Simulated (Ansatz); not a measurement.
Functionals compared on a constructed model of the (110) surface of bcc Fe, ferromagnetic, from a spin-polarised start, a pseudomorphic layer of Cr in the host's stacking (bottom of the slab: a bare face, its two planes held), in Ansatz (plane waves, PAW). The structure was relaxed with PBE; the other rows are single points on it. Cutoff 420 eV.

Slab: 7 atoms, 12.5 Å thick at the start; k 16x16x1, smearing 0.1 eV, dipole-corrected; 2 atoms held, the rest relaxed; start symmetry kept, larger cells not searched; spin-polarised, ending with about 13.4 μB a cell; orders that need a larger cell were not tried, no spin-orbit, no U. It is one candidate, not shown to be the stable structure of the face. These notes are the PBE run's.

| functional | work function of the top face (eV) | magnetic moment of the cell (μB) | rough cost of the single point |
|---|---|---|---|
| PBE | 5.05 | 13.42 | – |
| RPBE | [?] | 13.61 | about 4 core-minutes (a rough figure) |

**Question.** Fill in the missing entries.

**Answer.** 
- RPBE, work function of the top face (eV): 4.91

Ansatz is an electronic-structure program.
